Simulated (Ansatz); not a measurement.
The starting structures come from a database of crystals and need not be the phases stable at ambient conditions.

 Where the default PAW files enter, the runs use the earlier of Ansatz's two default sets.

By PBEsol, the system below comes out a metal.

The ballistic (Sharvin) conductance counts the channels at the Fermi level: G/A = (e²/h) × channels of both spins per area.

Data:

```xyz
6
Lattice="5.3510 0.0000 0.0000 -2.6755 4.6341 0.0000 0.0000 0.0000 4.2713" Properties=species:S:1:pos:R:3 pbc="T T T"
Co     1.3377     2.3170     0.0000
Co    -1.3377     2.3170     0.0000
Co     2.6755     0.0000     0.0000
Sn     2.6755     1.5447     2.1357
Sn     0.0000     3.0894     2.1357
Sn     0.0000     0.0000     0.0000
```

Space group of this cell: P6/mmm. The cell is strained (all lengths scaled by 1.02); by PBEsol its mean pressure is -9.0 GPa.

The current flows along the normal of the first two printed cell vectors, the (001) plane of the conventional cell. No spin-orbit coupling; the value is a mean over 0.1 eV about the Fermi level.

State the ballistic conductance per area according to PBEsol (Ansatz, an electronic-structure program).

0.89 × 10¹⁵ S/m² for both spins.
